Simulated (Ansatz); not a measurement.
# LiF: response to strain

Consider LiF in the rock salt structure (space group Fm-3m, No. 225).

```cif
data_FLi
_chemical_formula_sum 'Li1 F1'
_space_group_name_H-M_alt 'P 1'
_space_group_IT_number 1
_cell_length_a 2.87652
_cell_length_b 2.87652
_cell_length_c 2.87652
_cell_angle_alpha 60.000
_cell_angle_beta 60.000
_cell_angle_gamma 60.000
loop_
_space_group_symop_operation_xyz
  'x, y, z'
loop_
_atom_site_label
_atom_site_type_symbol
_atom_site_fract_x
_atom_site_fract_y
_atom_site_fract_z
_atom_site_occupancy
Li1 Li 0.00000 0.00000 0.00000 1
F1 F 0.50000 0.50000 0.50000 1
```

Strains are applied to the cell and any free atomic positions relax.

The values are results of PBE in Ansatz (plane waves to 420 eV, PAW, no spin-orbit coupling), not measurements.

```json
[
 {"isotropic strain (%)": "-3", "pressure (GPa)": "7.4"},
 {"isotropic strain (%)": "-2.5", "pressure (GPa)": "6.0"},
 {"isotropic strain (%)": "-2", "pressure (GPa)": "4.6"},
 {"isotropic strain (%)": "-1.5", "pressure (GPa)": "?"},
 {"isotropic strain (%)": "-1", "pressure (GPa)": "2.2"},
 {"isotropic strain (%)": "0", "pressure (GPa)": "0.0"},
 {"isotropic strain (%)": "1", "pressure (GPa)": "-1.9"},
 {"isotropic strain (%)": "2.5", "pressure (GPa)": "-4.3"},
 {"isotropic strain (%)": "3", "pressure (GPa)": "-5.0"}
]
```

Fit P = P₀ − Bδ + Cδ² with δ = (1 + ε)³ − 1 to the rows shown and predict the withheld row.

Least squares on the printed values gives P₀ = 0.0 GPa, B = 69.4 GPa, C = 170 GPa (largest residual 0.1 GPa); this predicts 3.4 GPa, and the run gives 3.4 GPa, in agreement.

Whether these cells are dynamically stable was not tested.

Ansatz is an electronic-structure program.
